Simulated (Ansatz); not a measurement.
**What strain tensor (xx, yy, zz, yz, xz, xy) = (−0.63, +0.07, −0.13, −0.53, +0.38, +1.95) % does to Ti**

Take Ti in the hcp (Mg type) structure (space group P6_3/mmc, No. 194; a = 2.937 Å, c = 4.641 Å; relaxed with 0.1 eV smearing) as the base. Axes: x lies along a and z along c of the hexagonal cell.

One thing is altered: the symmetric strain tensor [-0.0063 0.0194 0.0038; 0.0194 0.0007 -0.0053; 0.0038 -0.0053 -0.0013], atoms relaxed at fixed cell.

The values are results of r2SCAN in Ansatz (plane waves to 500 eV, PAW, no spin-orbit coupling), earlier PAW set, not measurements. k-mesh 23×23×13 (Γ-centred); smearing 0.1 eV (Fermi–Dirac).

The volume per atom drops by 0.13 Å³ (17.33 Å³ → 17.20 Å³) and the space group goes from P6_3/mmc (No. 194) to P-1 (No. 2). The energy goes up by 4.2 meV/atom and the pressure (mean of the normal stresses, compression positive) goes from zero to 0.9 GPa. The band gap is still zero and the largest internal atomic displacement amounts to 0.039 Å. The stress (xx, yy, zz, yz, xz, xy; compression positive) amounts to (1.3, 0.7, 0.5, 0.5, -0.4, -1.6) GPa.

Final structure:

```xyz
2
Lattice="2.9182 0.0571 0.0112 -1.4097 2.5165 -0.0191 0.0176 -0.0246 4.6349" Properties=species:S:1:pos:R:3 pbc="T T T"
Ti     0.0078     1.6835     3.4672
Ti     1.5184     0.8655     1.1598
```

Stability against distortions was not tested. All final runs are without spin polarisation.

Ansatz is a quantum-chemistry and plane-wave program.
